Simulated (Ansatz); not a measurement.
This concerns the energy change from cell B to cell A (1 Cu replaced by Pt, in a slab cell with one atom a plane). Reaction: cell B + Pt (fcc) → cell A + Cu (fcc). Negative: the products are lower in energy.

Cell A: a stack of composition Cu5Pt2 built on Cu (fcc, Fm-3m) (111), with 5 atoms on that crystal's sites, 7 atoms, hexagonal cell of 2.57 Å (5.7 Å²), symmetry P3m1, 13.2 Å thick under 15 Å of vacuum, in-plane vectors held at the crystal's, which may strain the added film; planes from bottom to top: Cu × 5 | Pt × 2, its two faces unlike (dipole correction applied); spin state with PBE: run without spin, k-point mesh 21×21×1.
```
Cu5Pt2
1.0
    2.56669     0.00000     0.00000
    1.28335     2.22282     0.00000
    0.00000     0.00000    28.57417
Cu Pt
5 2
Direct
  0.00000   0.00000   0.27673
  0.33333   0.33333   0.34941
  0.66667   0.66667   0.42257
  0.00000   0.00000   0.49594
  0.33333   0.33333   0.56875
  0.66667   0.66667   0.64770
  0.00000   0.00000   0.73889
```

Cell B: a stack of composition Cu6Pt built on Cu (fcc, Fm-3m) (111), with 6 atoms on that crystal's sites, 7 atoms, hexagonal cell of 2.57 Å (5.7 Å²), symmetry P3m1, 12.7 Å thick under 16 Å of vacuum, in-plane vectors held at the crystal's, which may strain the added film; planes from bottom to top: Cu × 6 | Pt, its two faces unlike (dipole correction applied); spin state with PBE: run without spin, k-point mesh 21×21×1.
```xyz
7
Lattice="2.5667 0.0000 0.0000 1.2833 2.2228 0.0000 0.0000 0.0000 28.5742" Properties=species:S:1:pos:R:3 pbc="T T T"
Cu     0.0000     0.0000     8.0015
Cu     1.2833     0.7409    10.0782
Cu     2.5667     1.4819    12.1677
Cu     0.0000     0.0000    14.2648
Cu     1.2833     0.7409    16.3620
Cu     2.5667     1.4819    18.4428
Pt     0.0000     0.0000    20.6927
```

Reference: Cu (fcc, Fm-3m), 1 atom in the cell, a perfect crystal on lattice vectors that match the other cells'; spin state with PBE: run without spin, k-point mesh 21×21×22 on the run's own vectors.

Reference: Pt (fcc, Fm-3m), 1 atom in the cell, k-point mesh 26×26×26 on the run's own vectors. Conventional cell: a = 3.972 Å, b = 3.972 Å, c = 3.972 Å, α = 90.00°, β = 90.00°, γ = 90.00°.

Plane-wave PAW calculations with Ansatz (an electronic-structure program), its default PAW set, cutoff 420 eV, 500 eV for r2SCAN. The structures are at rest with PBE, within the held lattices; other levels are single points on them. Neutral cells; Fermi-Dirac smearing of at most 0.10 eV in the solids, energies taken to zero width. The lattices are those relaxed with PBE or held as stated, so at other levels the solids can be strained, which adds to the spread. A dispersion term (D3(BJ), or D4 for r2SCAN) was computed beside these levels and is taken off wherever the name lacks it. Nuclei at rest; no vibrational terms. Cells are local rest points, mostly with their start's symmetry. Spin-orbit coupling is left out. No correction for cell size. Cell A has symmetry P3m1 and got no random move, so less symmetric positions, which may lie lower, weren't tried. Cell B has symmetry P3m1 and got no random move, so less symmetric positions, which may lie lower, weren't tried.

Q: Estimate the value that PBE returns for this input.

A: 0.50 eV, for cell B + Pt (fcc) → cell A + Cu (fcc).

Q: List the value at the remaining levels and say how far they part.

A: 
```csv
Method,value (eV),less PBE
r2SCAN,0.46,-0.04
```

The levels span only 0.04 eV, too little to tell them apart.
